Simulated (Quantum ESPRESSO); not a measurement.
Quantum ESPRESSO 7.5, DFT, PBE, plane waves, SSSP 1.1.2 efficiency PBE: rock-salt NiO (type II order), antiferromagnetic (Ni4O4), 8 atoms, spin-polarised from an antiferromagnetic start (nspin = 2, starting_magnetization ±0.2 on Ni). Basis and mesh were picked for this test and aren't claimed converged.

cell: 10.23, 5.12, 5.12 Å; 33.6, 33.6, 33.6°
task: scf
k mesh: 3×5×5
ecutwfc: 45 Ry
ecutrho: 360 Ry
occupations: smearing
smearing: gaussian
degauss: 0.005 Ry
conv_thr: 8e-09 Ry
tprnfor: true
tstress: false
k-point pools (-nk): 8
diagonalization: david (default)
k-points computed (for each spin): 24
bands: 58
electrons: 96
G-vectors of the density: 56757
FFT grid: 120×60×60
symmetry operations: 4

One run each.

All on 8 ranks. Base settings, kept where nothing else is said: mixing_mode = plain (default), mixing_beta = 0.7 (default), mixing_ndim = 8 (default). The settings tried:
- mixing_mode = TF
- mixing_ndim = 2
- mixing_mode = local-TF
- mixing_mode = local-TF, mixing_beta = 0.1
- mixing_beta = 0.2
- mixing_mode = TF, mixing_beta = 0.1
- mixing_beta = 0.1
- mixing_mode = TF, mixing_beta = 0.4
- mixing_mode = local-TF, mixing_beta = 0.4
- the base settings
- mixing_mode = TF, mixing_beta = 0.2
- mixing_mode = local-TF, mixing_beta = 0.2
- mixing_beta = 0.4
- mixing_mode = TF, mixing_beta = 1
- mixing_beta = 1

### Question
Predict which of these converge in the fewest SCF iterations.

### Answer
Fewest SCF iterations, with those close behind: mixing_mode = local-TF, mixing_beta = 0.4 (12); mixing_mode = local-TF (12); mixing_mode = TF, mixing_beta = 0.4 (14); mixing_mode = TF (15). Most among those that reach the base run's result: mixing_beta = 1 (24); mixing_mode = TF, mixing_beta = 0.1 (23); mixing_mode = local-TF, mixing_beta = 0.1 (21); mixing_beta = 0.1 (21); the base settings (21). No count from: mixing_ndim = 2 (unfinished when stopped at the time that we allowed, after 77 SCF iterations). All the others converged.

```csv
setting,SCF iterations,end
"mixing_mode = local-TF, mixing_beta = 0.4",12,converged
mixing_mode = local-TF,12,converged
"mixing_mode = TF, mixing_beta = 0.4",14,converged
mixing_mode = TF,15,converged
mixing_beta = 0.4,16,converged
"mixing_mode = local-TF, mixing_beta = 0.2",16,converged
mixing_beta = 0.2,17,converged
"mixing_mode = TF, mixing_beta = 1",17,converged
"mixing_mode = TF, mixing_beta = 0.2",20,converged
the base settings,21,converged
mixing_beta = 0.1,21,converged
"mixing_mode = local-TF, mixing_beta = 0.1",21,converged
"mixing_mode = TF, mixing_beta = 0.1",23,converged
mixing_beta = 1,24,converged
```

2 planned settings were not run, for want of time.
